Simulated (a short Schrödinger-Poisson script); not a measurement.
Stack: MOS inversion layer, SiO2 on p-type GaN, at 400 K.

```tsv
layer	material	thickness (nm)	Na (cm⁻³)
1	SiO2	1.4	-
2	GaN	1900	1.1e17
```

The device is made up for the run: typed textbook-type constants, with dimensions and the other settings drawn at random. SiO2: permittivity 3.9, conduction-band edge (eV) 3.2, gap (eV) 9, electron mass (mₑ) 0.5. GaN: permittivity 9.5, conduction-band edge (eV) 0, gap (eV) 3.43, Nv at 300 K (cm⁻³) 4.6e19.

Channel valleys (confinement mass, in-plane density-of-states mass, number): Γ 0.2, 0.2, 1. At the gate the conduction-band edge of layer 1 lies 3.58 eV − eVg above the Fermi level of the channel; the field vanishes at the back. Gaps are held at their typed values at every temperature. Mesh 0.03 nm at interfaces.

From a short Schrödinger-Poisson script (our own, NumPy): 1D Poisson equation in equilibrium, electrons quantum, Hartree plus LDA exchange-correlation (BenDaniel-Duke, 12 states a valley, the channel's in-plane mass for all, wave functions ending at the dielectric), parabolic valleys, classical holes, full ionisation, no traps, pinning or gate leakage.

At Vg = 1.2 V the centroid of the electrons lies 2.15 nm from the interface.

Q: Estimate the gate capacitance as the dielectric in series with that distance, and compare.

A: The dielectric alone has 2.47 μF/cm²; in series with 2.15 nm of the channel's permittivity, 1.51 μF/cm²; the run gives 1.55 μF/cm². The estimate leaves out the density-of-states capacitance and the centroid's move with voltage. In real p-type GaN the Mg acceptor is only partly ionised, and so wide a gap doesn't supply an inversion layer without source and drain.
